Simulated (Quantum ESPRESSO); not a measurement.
A user runs Quantum ESPRESSO on CF₄ (C2/c, 10 atoms in the cell) and asks whether the run is sound. The aim is a self-consistent single point with DFT, PBEsol, plane waves, GBRV 1.5 ultrasoft (PBESOL) pseudopotentials.

Cell that was meant: a = 4.7384 Å, b = 4.7384 Å, c = 8.3679 Å, α = 115.89°, β = 115.89°, γ = 54.24°.

Part of the input:

```fortran
 degauss = 0.0099958
/
&electrons
 conv_thr = 1.0d-2
 mixing_beta = 0.4
/
ATOMIC_SPECIES
```

Log, with long lists cut:

```
     Message from routine setup:
     using ibrav=0 with symmetry is DISCOURAGED, use correct ibrav instead
     G-vector sticks info
   [... lines left out ...]
        k(    1) = (   0.0000000   0.0000000   0.0000000), wk =   0.0185185
        k(    2) = (   0.0000000   0.0000000   0.2166184), wk =   0.0370370
        k(    3) = (   0.0936267   0.1828106   0.0527177), wk =   0.0740741
   [... 31 lines left out ...]

     Dense  grid:    42847 G-vectors     FFT dimensions: (  45,  45,  72)

     Smooth grid:    30601 G-vectors     FFT dimensions: (  40,  40,  64)

     Initial potential from superposition of free atoms

     starting charge      63.9999, renormalised to      64.0000
     Self-consistent Calculation

     iteration #  1     ecut=    40.00 Ry     beta= 0.40

     total energy              =    -411.00827881 Ry
     estimated scf accuracy    <       0.78808366 Ry

     iteration #  2     ecut=    40.00 Ry     beta= 0.40

     total energy              =    -411.18090366 Ry
     estimated scf accuracy    <       0.05014206 Ry

     iteration #  3     ecut=    40.00 Ry     beta= 0.40

     total energy              =    -411.17883140 Ry
     estimated scf accuracy    <       0.01570516 Ry

     iteration #  4     ecut=    40.00 Ry     beta= 0.40
     End of self-consistent calculation

     the Fermi energy is     1.5188 ev

!    total energy              =    -411.17904146 Ry
     estimated scf accuracy    <       0.00154058 Ry
     smearing contrib. (-TS)   =      -0.00000000 Ry
     internal energy E=F+TS    =    -411.17904146 Ry

     convergence has been achieved in   4 iterations

     Forces acting on atoms (cartesian axes, Ry/au):

     atom    1 type  1   force =     0.00122060   -0.00154555   -0.00763838
     atom    2 type  1   force =    -0.00122060   -0.00154555    0.00763838
     atom    3 type  1   force =    -0.00122060    0.00154555    0.00763838
     atom    4 type  1   force =     0.00122060    0.00154555   -0.00763838
   [... lines left out ...]
     Total force =     0.040289     Total SCF correction =     0.120610
   [... lines left out ...]

          total   stress  (Ry/bohr**3)                   (kbar)     P=       59.12
   0.00042196   0.00000000   0.00000579           62.07        0.00        0.85
   0.00000000   0.00037932   0.00000000            0.00       55.80        0.00
   0.00000579   0.00000000   0.00040433            0.85        0.00       59.48

   JOB DONE.
```

Task: Is this run sound? If not, what is wrong?

Result: The run is not sound. The fault is a convergence threshold that is too loose. A loop that stops early leaves an energy error of second order in the density error, but errors of first order in forces and stress. To fix it, tighten the threshold. The run converged in 4 iterations without an error; against the sound input the free energy rises by 1.0 meV/atom, the pressure goes from 1.62 to 5.91 GPa, the largest force goes from 0.403 to 0.415 eV/Å and the gap on the mesh goes from 9.395 to 9.418 eV. The full log also holds: “SCF correction compared to forces is large: reduce conv_thr to get better values”.

The sound input it was made from differs as follows (other fixes are possible):
```diff
- conv_thr = 1.0d-2
+ conv_thr = 1.0e-11
```

With that input, the run converged in 13 iterations: free energy E − TS -5594.3860 eV; top of the valence band (on the code's own zero) -3.10 eV; gap on the k-point mesh 9.40 eV; pressure 1.62 GPa; largest force (vector length) 0.403 eV/Å (DFT, PBEsol, plane waves, GBRV 1.5 ultrasoft (PBESOL) pseudopotentials).

On the sound input: the starting cell comes from a database of published, mostly measured structures (it also holds non-ambient and calculated ones), without a prior relaxation at this level.
